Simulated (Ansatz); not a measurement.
Results of r²SCAN (PAW; Ansatz, a first-principles code) for ZnGaNO (model structure, Pna2₁, No. 33, 16 atoms in the cell).

Run with plane-wave cutoff 560 eV, 6×6×8 k mesh (along the axes of the cell as run), Fermi–Dirac smearing 0.01 eV, scalar-relativistic PAW data made under PBE.

Cell (relaxed with PBEsol):

```
CELL_PARAMETERS angstrom
      5.59307     0.00000     0.00000
      0.00000     6.42164     0.00000
      0.00000     0.00000     5.19192
ATOMIC_POSITIONS crystal
  Zn 0.07662 0.61497 0.00990
  Zn 0.92338 0.38503 0.50990
  Zn 0.57662 0.88503 0.00990
  Zn 0.42338 0.11497 0.50990
  Ga 0.08188 0.13425 0.99485
  Ga 0.91812 0.86575 0.49485
  Ga 0.58188 0.36575 0.99485
  Ga 0.41812 0.63425 0.49485
  O  0.07144 0.11492 0.36787
  O  0.92856 0.88508 0.86787
  O  0.57144 0.38508 0.36787
  O  0.42856 0.61492 0.86787
  N  0.09724 0.63204 0.38738
  N  0.90276 0.36796 0.88738
  N  0.59724 0.86796 0.38738
  N  0.40276 0.13204 0.88738
```

Problem. Estimate the band gap and smallest direct gap on the k points sampled that the calculation returns.

Solution. 
band gap: 1.68 eV
smallest direct gap on the k points sampled: 1.69 eV

Note: the relaxation could raise the start's symmetry but not lower it, so the cell can be a saddle point; cell and atoms aren't relaxed at this level (largest force component 0.11 eV/Å).

Spin–orbit coupling is not included.

Computed values are for the static lattice.

A model structure was made by putting elements into a prototype or built by hand; it is no filed structure, need not be a known phase, and can be a saddle point held by its symmetry.
